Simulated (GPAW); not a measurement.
## GPAW run on Ag (Fm-3m, 1 atom in the cell): self-consistent single point

Level of theory: PBE, GPAW PAW datasets PBE (gpaw-data 1.0.1) (plane waves; GPAW).

This input was run:

```python
from ase import Atoms
from ase.units import GPa
from gpaw import GPAW

atoms = Atoms(['Ag'],
              cell=[[0.000000, 2.045000, 2.045000],
                    [2.045000, 0.000000, 2.045000],
                    [2.045000, 2.045000, 0.000000]],
              positions=[[0.000000, 0.000000, 0.000000]],
              pbc=True)

calc = GPAW(mode={'name': 'pw', 'ecut': 600},
            xc='PBE',
            kpts={'size': (14, 14, 14), 'gamma': True},
            occupations={'name': 'methfessel-paxton', 'width': 0.1, 'order': 0},
            nbands=-5,
            symmetry={'symmorphic': False, 'tolerance': 0.0005},
            maxiter=100,
            txt='-')

atoms.calc = calc

energy = atoms.get_potential_energy()
print('Energy (eV):', round(energy, 6))
forces = atoms.get_forces()
print('Forces (eV/Ang):')
print(forces.round(5))
stress = atoms.get_stress()
print('Stress (GPa, Voigt):', (stress / GPa).round(4))
```

The program printed (abridged):

```
Input parameters:
  kpts: {gamma: True,
         size: (14, 14, 14)}
  maxiter: 100
  mode: {ecut: 600,
         name: pw}
  nbands: -5
  occupations: {name: methfessel-paxton,
                order: 0,
                width: 0.1}
  symmetry: {symmorphic: False,
             tolerance: 0.0005}
  xc: PBE

species:
  Ag:
    name: Silver
    Z: 47.0
    valence: 17
    core: 30
    charge: 0.0
    file: Ag.PBE.gz

    # Using partial waves for Ag as LCAO basis

Reference energy: -144597.826354  # eV

Spin-paired calculation

Convergence criteria:
 Maximum [total energy] change in last 3 cyles: 0.0005 eV / valence electron
 Maximum integral of absolute [dens]ity change: 0.0001 electrons / valence electron
 Maximum integral of absolute [eigenst]ate change: 4e-08 eV^2 / valence electron
 Maximum number of scf [iter]ations: 100

Symmetries present (total): 48
Symmetries with fractional translations: 0
2744 k-points: 14 x 14 x 14 Monkhorst-Pack grid + [1/28,1/28,1/28]
104 k-points in the irreducible part of the Brillouin zone
       k-points in crystal coordinates                weights
   0:     0.00000000    0.00000000    0.00000000          1/2744
   1:     0.07142857    0.07142857    0.00000000          6/2744
   2:     0.07142857    0.07142857    0.07142857          8/2744
   [... 7 lines left out ...]
          ...
 103:     0.50000000    0.50000000    0.50000000          4/2744

Wave functions: Plane wave expansion
  Cutoff energy: 600.000 eV
  Number of coefficients (min, max): 537, 588
  Pulay-stress correction: 0.000000 eV/Ang^3 (de/decut=0.000000)

Occupation numbers: Methfessel-Paxton:
  width: 0.1000  # eV
  order: 0

Eigensolver

Densities:
  Coarse grid: 18*18*18 grid
  Fine grid: 36*36*36 grid
  Total Charge: 0.000000

Density mixing:
  Method: separate
  Backend: pulay
  Linear mixing parameter: 0.05
  old densities: 5
  Damping of long wavelength oscillations: 50

Hamiltonian:
  XC and Coulomb potentials evaluated on a 36*36*36 grid
  External potential:
    NoExternalPotential

XC parameters: PBE with 2 nearest neighbor stencil

Number of atoms: 1
Number of atomic orbitals: 12
Number of bands in calculation: 13
Number of valence electrons: 17
Bands to converge: occupied

Density initialized from atomic densities
  12 bands from LCAO basis set
  1 band from random numbers

Atomic positions and initial magnetic moments

Positions:
   0 Ag     0.000000    0.000000    0.000000    ( 0.0000,  0.0000,  0.0000)

Unit cell:
           periodic     x           y           z      points  spacing
  1. axis:    yes    0.000000    2.045000    2.045000    18     0.1312
  2. axis:    yes    2.045000    0.000000    2.045000    18     0.1312
  3. axis:    yes    2.045000    2.045000    0.000000    18     0.1312

  Lengths:   2.892067   2.892067   2.892067
  Angles:   60.000000  60.000000  60.000000

Effective grid spacing dv^(1/3) = 0.1431

     iter     time        total  log10-change:
                         energy   eigst   dens
iter:   1 --:--:--    -3.107474
iter:   2 --:--:--    -3.049031   -2.48  -1.52
iter:   3 --:--:--    -2.880642   -2.38  -1.56
iter:   4 --:--:--    -2.862856   -4.00  -2.14
iter:   5 --:--:--    -2.858002   -3.34  -2.09
iter:   6 --:--:--    -2.857332c  -4.79  -2.97
iter:   7 --:--:--    -2.857331c  -6.60  -3.58
iter:   8 --:--:--    -2.857346c  -5.58  -3.48
iter:   9 --:--:--    -2.857346c  -7.09  -4.53c
iter:  10 --:--:--    -2.857346c  -8.46c -4.64c

Converged after 10 iterations.

Dipole moment: (0.000000, -0.000000, 0.000000) |e|*Ang

Energy contributions relative to reference atoms: (reference = -144597.826354)

Kinetic:         -0.646045
Potential:       -0.498569
External:        +0.000000
XC:              -1.881421
Entropy (-ST):   -0.001294
Local:           +0.169335
SIC:             +0.000000
--------------------------
Free energy:     -2.857993
Extrapolated:    -2.857346

Showing only first 2 kpts
 Kpt  Band  Eigenvalues  Occupancy
  0     6      3.45456    2.00000
  0     7      4.48823    2.00000
  0     8      4.48823    2.00000
  0     9     24.44356    0.00000

  1     6      3.53193    2.00000
  1     7      4.40541    2.00000
  1     8      4.52420    2.00000
  1     9     24.50030    0.00000

Fermi level: 8.15796

No gap
No difference between direct/indirect transitions
Energy (eV): -2.857346

Forces in eV/Ang:
  0 Ag    0.00000   -0.00000   -0.00000

Stress tensor:
    -0.026010     0.000000    -0.000000
     0.000000    -0.026010     0.000000
    -0.000000     0.000000    -0.026010
Stress (GPa, Voigt): [-4.1673 -4.1673 -4.1673  0.     -0.      0.    ]
```

The run converged in 10 iterations. GPAW prints stress with tension positive.

The starting cell has typed, rounded lattice constants, without a prior relaxation at this level. With a pressure of about 4 GPa the cell is away from its equilibrium volume at this level.
